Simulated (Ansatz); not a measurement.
The starting structures come from a database of crystals and need not be the phases stable at ambient conditions.

Data:

```xyz
6
Lattice="4.5552 0.0000 0.0000 0.0000 12.9554 0.0000 2.2776 0.0000 3.6450" Properties=species:S:1:pos:R:3 pbc="T T T"
Hg     2.2776     6.4531     2.4823
Hg     4.5552    12.9308     1.1627
I      2.2776    11.1352     2.8419
I      4.5552     4.6575     0.8031
Br     2.2776     8.1670     0.6460
Br     4.5552     1.6893     2.9990
```

Space group of this cell: Cmc2_1. The cell was relaxed by PBE-D3(BJ).

Transport runs along the normal of the first two printed cell vectors.

No gap correction and no spin-orbit coupling; mid-gap values are interpolated between computed energies.

Q: Estimate the band gap and the smallest decay constant κ at mid-gap that r2SCAN (Ansatz, a program for electronic structure) returns for this system.

A: Gap 2.36 eV on a 8×4×8 mesh; κ = 0.257 1/Å, at the zone centre.
